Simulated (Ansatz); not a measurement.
**CsPbBr3: pressure 0.3 GPa**

Start from CsPbBr₃ in the cubic perovskite structure (space group Pm-3m, No. 221; a = 6.0028 Å).

It is then changed as follows: cell and atoms relaxed at a pressure of 0.3 GPa.

Calculations: DFT with PBE, PAW potentials and a 420 eV plane-wave cutoff in Ansatz (a program for electronic structure), no spin-orbit coupling. Settings: 6×6×6 k-points, 0.05 eV Fermi–Dirac smearing.

```csv
quantity,base,changed,shift
volume per atom,43.26 Å³,42.58 Å³,-0.68 Å³
density,4.45 g/cm³,4.52 g/cm³,+0.07 g/cm³
lattice parameter a,6.003 Å,5.971 Å,-0.032 Å
shortest interatomic distance,3.001 Å,2.986 Å,-0.0158 Å
enthalpy H = E + PV relative to the base's energy,–,+0.08 eV/atom,–
band gap,1.78 eV,1.73 eV,-0.05 eV
gap character,direct at R,direct at R,–
mean gap deformation potential ΔEg/Δln V,–,+3.5 eV,–
width of the top valence band,1.66 eV,1.76 eV,+0.10 eV
"electron mass (degenerate bands, along [100])","0.091, 0.84, 0.84 mₑ (at R)","0.088, 0.82, 0.82 mₑ (at R)",–
"valley order (the lowest conduction-band minima on the path, energy above the VBM, named in the base's zone)",R along ⟨111⟩ 1.78 eV; Γ 3.29 eV,R along ⟨111⟩ 1.73 eV; Γ 3.22 eV,–
```

Spin-orbit coupling, missing from the scalar runs, can matter with Pb. Load acts through the strain it causes; cell and atoms are relaxed under it. Effective masses come from finite differences of ±0.01 Å⁻¹. Stability against distortions was not tested. Many cubic perovskites are stable only at high temperature; tilts and polar distortions were not tested. This is not the structure that CsPbBr3 has at room temperature and ambient pressure.
